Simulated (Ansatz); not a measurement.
**NaCl in the rock salt structure (space group Fm-3m, No. 225)**

```
NaCl
1.0
    0.00000     2.84777     2.84777
    2.84777     0.00000     2.84777
    2.84777     2.84777     0.00000
Na Cl
1 1
Direct
  0.00000   0.00000   0.00000
  0.50000   0.50000   0.50000
```

Computed with PBE, PAW, 420 eV (Ansatz, a first-principles code; without spin-orbit coupling). Γ-centred 10×10×10 mesh, Fermi–Dirac width 0.05 eV.

* **Volume per atom**: 23.09 Å³
* **Density**: 2.10 g/cm³
* **Band gap**: 5.00 eV, direct at Γ
* **Electron mass**: 0.40 mₑ
* **Hole mass (degenerate bands, along [100])**: 0.65, 2.9, 2.9 mₑ
* **Lowest conduction-band minima above the VBM**: Γ 5.00 eV
* **Total energy**: -1284.778 eV/atom (σ→0; compares only within this code and set-up)

Masses are band curvatures over ±0.01 Å⁻¹ around the edge. Whether these cells are dynamically stable was not tested.
